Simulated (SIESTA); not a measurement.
SIESTA run on CdF2 (Fm-3m, 3 atoms in the cell): relaxation of cell and atoms.

Level of theory: GGA PBE, numerical atomic orbitals TZP, PseudoDojo PBE standard norm-conserving potentials (rewritten from UPF to PSML) in SIESTA.

```
CELL_PARAMETERS angstrom
      0.00000     2.69500     2.69500
      2.69500     0.00000     2.69500
      2.69500     2.69500     0.00000
ATOMIC_POSITIONS crystal
  Cd 0.00000 0.00000 0.00000
  F  0.25000 0.25000 0.25000
  F  0.75000 0.75000 0.75000
```

Reference input (self-consistent single point, DFT, GGA PBE, numerical atomic orbitals TZP, PseudoDojo PBE standard norm-conserving potentials (rewritten from UPF to PSML)): XC.functional = GGA; XC.authors = PBE; potentials = PseudoDojo PBE standard; PAO.BasisSize = TZP; PAO.EnergyShift = 0.005 Ry; MeshCutoff = 350 Ry; kgrid.MonkhorstPack = 7 7 7; OccupationFunction = FD; ElectronicTemperature = 50 meV; MaxSCFIterations = 150; SCF.Mixer.Method = Pulay; SCF.Mixer.Weight = 0.2. This run's input differs from it in these lines:

```diff
@@ -42,2 +42,7 @@
 Diag.ParallelOverK           true
+MD.TypeOfRun                 FIRE
+MD.Steps                     40
+MD.MaxForceTol               0.02 eV/Ang
+MD.VariableCell              true
+MD.MaxStressTol              0.05 GPa
 WriteForces                  true
```

The program printed (abridged):

```
        iscf     Eharris(eV)        E_KS(eV)     FreeEng(eV)     dDmax    Ef(eV) dHmax(eV)
   scf:    1    -6108.164744    -6111.114772    -6111.114772  1.374056 -5.517919  7.988713
   scf:    2    -6114.763966    -6113.158067    -6113.158067  0.216662 -5.465830  4.198309
   scf:    3    -6113.985347    -6113.786746    -6113.786746  0.205357 -5.443465  0.427540
   scf:    4    -6113.688448    -6113.760519    -6113.760519  0.075892 -5.742347  0.969055
   scf:    5    -6113.813917    -6113.791095    -6113.791095  0.027025 -5.668316  0.392251
   scf:    6    -6113.800032    -6113.797253    -6113.797253  0.017209 -5.597903  0.017079
   scf:    7    -6113.797199    -6113.797228    -6113.797228  0.000519 -5.598301  0.030855
   scf:    8    -6113.797279    -6113.797265    -6113.797265  0.001571 -5.592818  0.000350
   scf:    9    -6113.797265    -6113.797265    -6113.797265  0.000009 -5.592845  0.000142
SCF Convergence by DM+H criterion
max |DM_out - DM_in|         :     0.0000085531
max |H_out - H_in|      (eV) :     0.0001415979
SCF cycle converged after 9 iterations

Using DM_out to compute the final energy and forces

siesta: E_KS(eV) =            -6113.7973

siesta: E_KS - E_eggbox =     -6113.7973

siesta: Atomic forces (eV/Ang):
     1   -0.000000   -0.000000    0.000000
     2    0.000066    0.000066    0.000066
     3   -0.000066   -0.000066   -0.000066
   Tot   -0.000000   -0.000000   -0.000000
   Max    0.000066
   Res    0.000054    sqrt( Sum f_i^2 / 3N )
   Max    0.000066    constrained

Stress tensor Voigt[x,y,z,yz,xz,xy] (kbar):      -43.21      -43.21      -43.21       -0.18       -0.18       -0.18
(Free)E + p*V (eV/cell)    -6112.7416
Target enthalpy (eV/cell)    -6113.7973

   [... lines left out ...]
siesta: Pressure (static):         43.20644115  kBar
siesta: Pressure (total):         43.20644115  kBar
No target stress found, assuming hydrostatic MD.TargetPressure.
Target stress (kBar)
outcell: Cell volume (Ang**3)        :     40.5268
        iscf     Eharris(eV)        E_KS(eV)     FreeEng(eV)     dDmax    Ef(eV) dHmax(eV)
siesta: Pressure (static):         -0.08782383  kBar
siesta: Pressure (total):         -0.08782383  kBar
outcell: Cell volume (Ang**3)        :     40.5268
siesta: FreeEng =     -6113.816637
   [... lines left out ...]
siesta:     0.000055   -0.000040   -0.000040
siesta:    -0.000040    0.000055   -0.000040
siesta:    -0.000040   -0.000040    0.000055

siesta: Cell volume =         40.526767 Ang**3

siesta: Pressure (static):
siesta:                Solid            Molecule  Units
siesta:          -0.00000060         -0.00000079  Ry/Bohr**3
siesta:          -0.00005482         -0.00007291  eV/Ang**3
siesta:          -0.08782383         -0.11680883  kBar
```

The run converged. 

Summary of the result:
- Free energy E − TS = -6113.8166 eV
- Top of the valence band (on the code's own zero) = -7.23 eV
- Gap on the k-point mesh = 3.08 eV
- Pressure = -0.01 GPa
- Final cell = a = b = c = 3.856 Å, α = β = γ = 59.98°
- Final volume per atom = 13.51 Å³
- Relaxation steps = 17

The starting cell has typed, rounded lattice constants, without a prior relaxation at this level. Values carry the incompleteness of an atom-centred basis.

Cost on one core of a shared machine: roughly 2 min.
